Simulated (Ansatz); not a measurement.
# The (0001) surface of wurtzite CdSe, Cd-terminated, H on every top atom (bottom of the slab: 2 H on 4 bottom sites)

Level of theory: PBE (plane waves to 420 eV, PAW; Ansatz, a first-principles code).

Model: 38-atom slab, 15.0 Å thick at the start with caps and adatoms, 3x3x1 mesh, Fermi-Dirac 0.025 eV, dipole correction, 8 atoms held, the rest relaxed; symmetry of the start imposed; no spin (no spin-polarised run to compare, though such a face may carry moments), no spin-orbit, no U. The slab shows no gap over 0.04 eV on its mesh. It is one candidate, not shown to be the stable structure of the face.

| Property | Value |
|---|---|
| work function of the top face | 6.93 eV |
| energy released by relaxation | 0.96 eV |
| cost | about 29 core-minutes (a rough figure) |
